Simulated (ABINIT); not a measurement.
## A self-consistent single point of CuGe3 (P6_3/mmc, 8 atoms in the cell) with ABINIT

Level of theory: PBEsol, PAW (JTH v2.0 PBE PAW, files made for PBE) (plane waves; ABINIT 10.0.3).

The input file:

```
# CuGe3, JTH v2.0 PBE PAW
pp_dirpath "./"
pseudos "Cu.GGA_PBE-JTH.xml, Ge.GGA_PBE-JTH.xml"
acell 3*1.0
rprim
         8.2116910212    0.0000001090    0.0000000000
        -4.1058456050    7.1115329779    0.0000000000
         0.0000000000    0.0000000000   16.8845517454
natom 8
ntypat 2
znucl 29 32
typat 1 1 2 2 2 2 2 2
xred
         0.6666666667    0.3333333333    0.7500000000
         0.3333333333    0.6666666667    0.2500000000
         0.6666666667    0.3333333333    0.0756100000
         0.3333333333    0.6666666667    0.9243900000
         0.3333333333    0.6666666667    0.5756100000
         0.6666666667    0.3333333333    0.4243900000
         0.0000000000    0.0000000000    0.7500000000
         0.0000000000    0.0000000000    0.2500000000
ecut 60 Ry
pawecutdg 120 Ry
pawxcdev 0
ixc -116133
occopt 3
tsmear 0.1 eV
nband 76
kptopt 1
ngkpt 5 5 3
nshiftk 1
shiftk 0 0 0
nstep 60
tolvrs 1.0e-10
prtwf 0
prtden 0
enunit 2
```

The program printed (abridged):

```
 Symmetries : space group P6_3/m m c (#194); Bravais hP (primitive hexag.)

 -outvars: echo values of preprocessed input variables --------
            acell      1.0000000000E+00  1.0000000000E+00  1.0000000000E+00 Bohr
             ecut      3.00000000E+01 Hartree
           enunit           2
              ixc     -116133
         kptrlatt        5    0    0      0    5    0      0    0    3
          kptrlen      4.10584551E+01
            natom           8
            nband          76
            ngfft          45      45      90
          ngfftdg          60      60     120
             nkpt          10
            nstep          60
             nsym          24
           ntypat           2
           occopt           3
        pawecutdg      6.00000000E+01 Hartree
         pawxcdev           0
            rprim      8.2116910212E+00  1.0900000000E-07  0.0000000000E+00
                      -4.1058456050E+00  7.1115329779E+00  0.0000000000E+00
                       0.0000000000E+00  0.0000000000E+00  1.6884551745E+01
          spgroup         194
           tolvrs      1.00000000E-10
           tsmear      3.67493254E-03 Hartree
            typat      1  1  2  2  2  2  2  2
           useylm           1
             xred      6.6666666667E-01  3.3333333333E-01  7.5000000000E-01
                       3.3333333333E-01  6.6666666667E-01  2.5000000000E-01
                       6.6666666667E-01  3.3333333333E-01  7.5610000000E-02
                       3.3333333333E-01  6.6666666667E-01  9.2439000000E-01
                       3.3333333333E-01  6.6666666667E-01  5.7561000000E-01
                       6.6666666667E-01  3.3333333333E-01  4.2439000000E-01
                       9.2518585385E-17  0.0000000000E+00  7.5000000000E-01
                       9.2518585385E-17  0.0000000000E+00  2.5000000000E-01
            znucl       29.00000   32.00000

== DATASET  1 ==================================================================

 Real(R)+Recip(G) space primitive vectors, cartesian coordinates (Bohr,Bohr^-1):
 R(1)=  8.2116910  0.0000001  0.0000000  G(1)=  0.1217776  0.0703083  0.0000000
 R(2)= -4.1058456  7.1115330  0.0000000  G(2)= -0.0000000  0.1406167  0.0000000
 R(3)=  0.0000000  0.0000000 16.8845517  G(3)=  0.0000000  0.0000000  0.0592257
 Unit cell volume ucvol=  9.8601919E+02 bohr^3
 Angles (23,13,12)=  9.00000000E+01  9.00000000E+01  1.20000000E+02 degrees

 Coarse grid specifications (used for wave-functions):

 getcut: wavevector=  0.0000  0.0000  0.0000  ngfft=  45  45  90
         ecut(hartree)=     30.000   => boxcut(ratio)=   2.16186

 Fine grid specifications (used for densities):

 getcut: wavevector=  0.0000  0.0000  0.0000  ngfft=  60  60 120
         ecut(hartree)=     60.000   => boxcut(ratio)=   2.03822

   2.39122297E+04                                ecore*ucvol(ha*bohr**3)

_setup2: Arith. and geom. avg. npw (full set) are    7741.347    7741.329

--- !BeginCycle
solver: {iscf: 17, nstep: 60, nline: 4, wfoptalg: 10, }
tolerances: {tolvrs: 1.00E-10, }
...

     iter   Etot(hartree)      deltaE(h)  residm     nres2
 ETOT  1  -959.72289702528    -9.597E+02 3.211E+01 1.902E+02
 ETOT  2  -969.96469163185    -1.024E+01 2.130E-01 3.764E+02
 ETOT  3  -968.97564731454     9.890E-01 2.544E-01 2.012E+01
 ETOT  4  -968.96760676765     8.041E-03 4.619E-02 1.237E+00
 ETOT  5  -968.97240811960    -4.801E-03 6.534E-03 3.878E+00
 ETOT  6  -968.97131775801     1.090E-03 1.070E-02 3.198E+00
   [... 12 lines left out ...]
 ETOT 19  -968.96768536509    -3.979E-10 3.272E-04 1.043E-08
 ETOT 20  -968.96768536515    -6.128E-11 1.227E-04 1.837E-09
 ETOT 21  -968.96768536530    -1.523E-10 2.175E-04 8.031E-10
 ETOT 22  -968.96768536532    -1.273E-11 8.189E-05 4.810E-10
 ETOT 23  -968.96768536532    -2.274E-13 1.354E-04 5.345E-11

 At SCF step   23       nres2   =  5.34E-11 < tolvrs=  1.00E-10 =>converged.

 Cartesian components of stress tensor (hartree/bohr^3)
  sigma(1 1)=  1.47348246E-04  sigma(3 2)=  0.00000000E+00
  sigma(2 2)=  1.47348246E-04  sigma(3 1)=  0.00000000E+00
  sigma(3 3)=  1.27240192E-04  sigma(2 1)=  1.12438654E-14

 ----iterations are completed or convergence reached----

 reduced coordinates (array xred) for    8 atoms
       0.666666666667      0.333333333333      0.750000000000
       0.333333333333      0.666666666667      0.250000000000
       0.666666666667      0.333333333333      0.075610000000
       0.333333333333      0.666666666667      0.924390000000
       0.333333333333      0.666666666667      0.575610000000
       0.666666666667      0.333333333333      0.424390000000
       0.000000000000      0.000000000000      0.750000000000
       0.000000000000      0.000000000000      0.250000000000
 cartesian forces (eV/Angstrom) at end:
    1     -0.00000000000000    -0.00000000000000     0.00000000000000
    2      0.00000000000000     0.00000000000000    -0.00000000000000
    3     -0.00000000000000     0.00000000000000     0.03822760940359
    4     -0.00000000000000    -0.00000000000000    -0.03822760940359
    5      0.00000000000000     0.00000000000000     0.03822760940359
    6      0.00000000000000    -0.00000000000000    -0.03822760940359
    7     -0.00000000000000    -0.00000000000000     0.00000000000000
    8      0.00000000000000     0.00000000000000    -0.00000000000000
 frms,max,avg= 1.5606356E-02 3.8227609E-02   0.000E+00  0.000E+00  0.000E+00 e/A
 length scales=  1.000000000000  1.000000000000  1.000000000000 bohr
              =  0.529177208590  0.529177208590  0.529177208590 angstroms
 Fermi (or HOMO) energy (hartree) =   0.29081   Average Vxc (hartree)=  -0.38702
 Eigenvalues (hartree) for nkpt=  10  k points:
 kpt#   1, nband= 76, wtk=  0.01333, kpt=  0.0000  0.0000  0.0000 (reduced coord)
  -3.84924   -3.84924   -2.29020   -2.29020   -2.29020   -2.29020   -2.28508   -2.28508
  -0.61689   -0.61689   -0.61687   -0.61687   -0.61597   -0.61557   -0.61557   -0.61520
  -0.61520   -0.61497   -0.61468   -0.61380   -0.61380   -0.61366   -0.61366   -0.61356
   [... 7 lines left out ...]
      occupation numbers for kpt#   1
   2.00000    2.00000    2.00000    2.00000    2.00000    2.00000    2.00000    2.00000
   2.00000    2.00000    2.00000    2.00000    2.00000    2.00000    2.00000    2.00000
   2.00000    2.00000    2.00000    2.00000    2.00000    2.00000    2.00000    2.00000
   [... 7 lines left out ...]
 prteigrs : prtvol=0 or 1, do not print more k-points.

 Fermi (or HOMO) energy (eV) =   7.91341   Average Vxc (eV)= -10.53126
 Eigenvalues (   eV  ) for nkpt=  10  k points:
 kpt#   1, nband= 76, wtk=  0.01333, kpt=  0.0000  0.0000  0.0000 (reduced coord)
-104.74306 -104.74306  -62.31940  -62.31940  -62.31939  -62.31939  -62.18015  -62.18010
 -16.78634  -16.78634  -16.78579  -16.78579  -16.76144  -16.75057  -16.75057  -16.74048
 -16.74048  -16.73417  -16.72617  -16.70225  -16.70225  -16.69844  -16.69844  -16.69585
   [... 7 lines left out ...]
 prteigrs : prtvol=0 or 1, do not print more k-points.

--- !EnergyTerms
comment             : Components of total free energy in Hartree
kinetic             :  6.07950562612937E+01
hartree             :  2.23421923084293E+02
xc                  : -1.90615969873547E+01
Ewald energy        : -5.30921115318118E+02
psp_core            :  2.42512822516893E+01
local_psp           : -6.49520690530391E+02
spherical_terms     : -7.79281413904336E+01
internal            : -9.68963282629021E+02
'-kT*entropy'       : -4.40656293931975E-03
total_energy        : -9.68967689191961E+02
total_energy_eV     : -2.63669517385396E+04
...

-Cartesian components of stress tensor (GPa)         [Pressure= -4.1379E+00 GPa]
- sigma(1 1)=  4.33513435E+00  sigma(3 2)=  0.00000000E+00
- sigma(2 2)=  4.33513434E+00  sigma(3 1)=  0.00000000E+00
- sigma(3 3)=  3.74353505E+00  sigma(2 1)=  3.30805885E-10

 Calculation completed.
```

The run converged in 23 iterations.

The starting cell comes from a database of computed structures (which also holds hypothetical and non-ambient phases and stackings), without a prior relaxation at this level. Spin polarisation is off. The potentials were made for another functional than the one used. With a pressure of about -4 GPa the cell is away from its equilibrium volume at this level.

Cost on one core of a shared machine: roughly 10 min.
